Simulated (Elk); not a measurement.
Elk run on Ca2GaCu2 (Immm, 5 atoms in the cell): self-consistent single point.

Method: LDA (PW92), all-electron FP-LAPW, Elk's shipped species files, APW+lo basis with extra local orbitals (Elk).

```
CELL_PARAMETERS angstrom
     -2.18686     2.72865     4.58024
      2.18686    -2.72865     4.58024
      2.18686     2.72865    -4.58024
ATOMIC_POSITIONS crystal
  Ca 0.30549 0.80549 0.50000
  Ca 0.69451 0.19451 0.50000
  Ga 0.00000 0.00000 0.00000
  Cu 0.74647 0.50000 0.24647
  Cu 0.25353 0.50000 0.75353
```

Reference input (self-consistent single point, DFT, PBEsol, all-electron FP-LAPW, Elk's shipped species files, APW+lo basis with extra local orbitals): xctype = 22; rgkmax = 7.5; swidth = 0.00367493 Ha; ngridk = 5 5 5; tforce = true; gmaxvr = 18 1/bohr; lmaxapw = 10; lmaxo = 8; nxlo = 2; lorbcnd = true; lradstp = 2; nrmtscf = 2. This run's input differs from it in these lines:

```diff
@@ -2,5 +2,2 @@
   0
-
-xctype
-  22
```

Log, with long lists cut:

```
│ Self-consistent loop started │
│ Loop number : 1 │
 total energy                :     -6553.16489950
│ Loop number : 2 │
 total energy                :     -6560.34096524
RMS change in Kohn-Sham potential (target) :   0.4488418928     (  0.1000000000E-05)
Absolute change in total energy (target)   :    7.176065747     (  0.1000000000E-03)
│ Loop number : 3 │
 total energy                :     -6586.80999743
RMS change in Kohn-Sham potential (target) :   0.1955834966     (  0.1000000000E-05)
Absolute change in total energy (target)   :    28.26304862     (  0.1000000000E-03)
│ Loop number : 4 │
   [... lines left out ...]
Absolute change in total energy (target)   :   0.4597977186E-03 (  0.1000000000E-03)
│ Loop number : 22 │
 total energy                :     -6603.89271128
RMS change in Kohn-Sham potential (target) :   0.1828745709E-06 (  0.1000000000E-05)
Absolute change in total energy (target)   :   0.1685102043E-03 (  0.1000000000E-03)
│ Loop number : 23 │
 total energy                :     -6603.89268818
RMS change in Kohn-Sham potential (target) :   0.6782006243E-07 (  0.1000000000E-05)
Absolute change in total energy (target)   :   0.6522714375E-04 (  0.1000000000E-03)
Convergence targets achieved

│ Loop number : 24 │

Energies :
 Fermi                       :     0.185434254760
 total energy                :     -6603.89268222

Density of states at Fermi energy :    63.11334439
 (states/Hartree/unit cell)

Estimated indirect band gap :   0.5240631052E-02
 from k-point      2 to k-point      9
Estimated direct band gap   :   0.9028235420E-02
 at k-point      9

Charges :
 core                        :    62.00000000
 valence                     :    67.00000000
 interstitial                :    7.525370601
 muffin-tins (core leakage)
  species :    1 (Ca)
   atom    1                 :    18.04009086     (  0.5143204618E-07)
   atom    2                 :    18.04009086     (  0.5143204618E-07)
  species :    2 (Ga)
   atom    1                 :    29.46689721     (  0.1272090696E-02)
   [... lines left out ...]
   total force               :    -0.00000000    0.00165610    0.00000000
   total magnitude           :     0.00165610
  atom :    2
   Hellmann-Feynman          :     0.00000000   -0.00846583    0.00000000
   IBS                       :    -0.00000000    0.00680973   -0.00000000
   total force               :     0.00000000   -0.00165610    0.00000000
   total magnitude           :     0.00165610
```

The run converged in 24 iterations. The count includes the last loop, which Elk runs after its targets are met. 

The starting cell comes from a database of computed structures (which also holds hypothetical and non-ambient phases and stackings), without a prior relaxation at this level. Its lattice was rescaled by a random factor within 2.5 % of one. Spin polarisation is off. Values depend on the basis (sphere radii, cutoffs, local orbitals), which need not be converged. The log's line on a gap gives a spacing of levels on this mesh, which the program prints for metals too.

Cost on one core of a shared machine: roughly 7 min.
